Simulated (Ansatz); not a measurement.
Start from BP in the zinc blende structure (space group F-43m, No. 216).

```
BP
1.0
    0.00000     2.26828     2.26828
    2.26828     0.00000     2.26828
    2.26828     2.26828     0.00000
B P
1 1
Direct
  0.00000   0.00000   0.00000
  0.25000   0.25000   0.25000
```

The values are results of r2SCAN in Ansatz (plane waves to 500 eV, PAW, scalar-relativistic without spin-orbit coupling), not measurements.

Base values:

- Hole mass: 0.24, 0.24, 0.32 mₑ (at Γ)
- Band gap: 1.41 eV
- Gap character: indirect, Γ → Γ–X (83 % along)
- Width of the top valence band: 5.74 eV

It is then changed as follows: an isotropic linear strain of +0.50 %, atoms relaxed at fixed cell.

Task: Predict the new energy relative to the base, hole mass, band gap, gap character and width of the top valence band.

Result: The energy goes up by 1.4 meV/atom; the hole mass (degenerate bands, along [100]) changes from 0.24, 0.24, 0.32 mₑ (at Γ) to 0.24, 0.24, 0.31 mₑ (at Γ); the band gap rises by 0.02 eV to 1.43 eV; the gap character is still indirect, Γ → Γ–X (83 % along); the width of the top valence band decreases by 0.09 eV to 5.65 eV.

Masses are band curvatures over ±0.01 Å⁻¹ around the edge. Stability against distortions was not tested.

Ansatz is a first-principles code.
